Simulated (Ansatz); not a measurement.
Results of LDA (Ansatz, a first-principles code, PAW) for HfO2 (within 0.1 Å of P-42₁m, No. 113, 12 atoms in the cell; start mp-1224381; a measured phase of this formula has another space group).

Settings: plane-wave cutoff 520 eV, 8×8×8 k mesh, Fermi–Dirac smearing 0.01 eV, scalar-relativistic PAW data made under PBE.

Cell (relaxed at this level):

```yaml
crystal:
  lattice:
    - [5.08361, 0.00000, 0.00000]
    - [0.00000, 5.08685, 0.00000]
    - [0.00000, 0.00000, 4.85378]
  atoms:
    - { symbol: Hf, position: [0.27947, 0.27960, 0.72814] }
    - { symbol: Hf, position: [0.72053, 0.72040, 0.72814] }
    - { symbol: Hf, position: [0.77947, 0.22040, 0.27186] }
    - { symbol: Hf, position: [0.22053, 0.77960, 0.27186] }
    - { symbol: O, position: [0.50000, 0.50000, 0.42108] }
    - { symbol: O, position: [0.00000, 0.00000, 0.57892] }
    - { symbol: O, position: [0.50000, 0.00000, 0.50034] }
    - { symbol: O, position: [0.00000, 0.50000, 0.49966] }
    - { symbol: O, position: [0.32462, 0.67469, 0.89264] }
    - { symbol: O, position: [0.67538, 0.32531, 0.89264] }
    - { symbol: O, position: [0.82462, 0.82531, 0.10736] }
    - { symbol: O, position: [0.17538, 0.17469, 0.10736] }
```

Give the computed band gap and Γ–Γ gap.


* **band gap**: 3.66 eV (on the SCF k mesh)
* **Γ–Γ gap**: 4.17 eV

Spin–orbit coupling is not included.

A start named mp-… is a Materials Project structure, which need not be a measured phase.
